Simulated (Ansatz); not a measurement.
BeS (space group P4/nmm, No. 129; a hypothetical phase, not in the database extracts checked; layered, stacked along the Cartesian z axis)

```cif
data_Be2S2
_chemical_formula_sum 'Be2 S2'
_space_group_name_H-M_alt 'P4/nmm :1'
_space_group_IT_number 129
_space_group_name_Hall 'P 4ab 2ab -1ab'
_cell_length_a 3.45211
_cell_length_b 3.45211
_cell_length_c 5.62078
_cell_angle_alpha 90.000
_cell_angle_beta 90.000
_cell_angle_gamma 90.000
loop_
_space_group_symop_operation_xyz
  'x, y, z'
  '-y+1/2, x+1/2, z'
  '-x, -y, z'
  'y+1/2, -x+1/2, z'
  'x+1/2, -y+1/2, -z'
  '-y, -x, -z'
  '-x+1/2, y+1/2, -z'
  'y, x, -z'
  '-x+1/2, -y+1/2, -z'
  'y, -x, -z'
  'x+1/2, y+1/2, -z'
  '-y, x, -z'
  '-x, y, z'
  'y+1/2, x+1/2, z'
  'x, -y, z'
  '-y+1/2, -x+1/2, z'
loop_
_atom_site_label
_atom_site_type_symbol
_atom_site_symmetry_multiplicity
_atom_site_Wyckoff_symbol
_atom_site_fract_x
_atom_site_fract_y
_atom_site_fract_z
_atom_site_occupancy
Be1 Be 2 b 0.50000 0.50000 0.50000 1
S1 S 2 c 0.00000 0.50000 0.28302 1
```

Calculations: PBEsol, PAW, 420 eV (Ansatz, a program for electronic structure; without spin-orbit coupling). Γ-centred 10×10×6 mesh, Fermi–Dirac width 0.05 eV.

The volume per atom is 16.75 Å³ and the density comes out as 2.04 g/cm³. The band gap is 3.39 eV, direct at Γ. The total energy comes out as -488.549 eV/atom (σ→0; compares only within this code and set-up).

Stability against distortions was not tested. The base started in Pnma and relaxed to P4/nmm at this level. No dispersion term is included in the PBEsol runs.
